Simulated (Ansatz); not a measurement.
InP under load (space group P6_3mc), r2SCAN with spin-orbit coupling, rigid bands (Ansatz, an electronic-structure program). Condition of this run: biaxial stress in the c plane of 3 GPa (compression positive) (the target of the relaxation). Band gap 1.17 eV, N_c = 7.81e17 cm⁻³ and N_v = 1.27e19 cm⁻³ at 300 K, conductivity masses along y (a = (4.07, 0.00, 0.00) Å; b = (-2.03, 3.52, 0.00) Å; c = (0.00, 0.00, 6.89) Å) of 0.119 mₑ (electrons) and 0.597 mₑ (holes). Take k_BT = 0.02585 eV.

What thermal injection velocity √(2k_BT/πm) limits a ballistic channel along the direction named?

1.56e7 cm/s for electrons and 6.96e6 cm/s for holes, a ratio of √(m_h/m_e) = 2.24, for dilute carriers.

Find the intrinsic carrier density and the intrinsic Fermi level.

n_i = √(N_c N_v) exp(−E_g/2k_BT) = 3.15e18 × exp(−22.63) = 4.7e8 cm⁻³. The level lies (k_BT/2) ln(N_v/N_c) = 36 meV from mid-gap (positive towards the conduction band). Each 0.1 eV added to the gap lowers n_i by a factor of 6.9.

What built-in voltage has an abrupt junction with N_A = 1e16 and N_D = 1e17 cm⁻³, all dopants ionised?

V_bi = E_g/e − (k_BT/e) ln(N_c N_v/(N_A N_D)) = 1.17 − 0.02585 × 9.20 = 0.93 V, for the computed gap.

Rigid bands with the computed gap; masses take one relaxation time for all states. Geometry: cell and atoms relaxed with PBEsol.
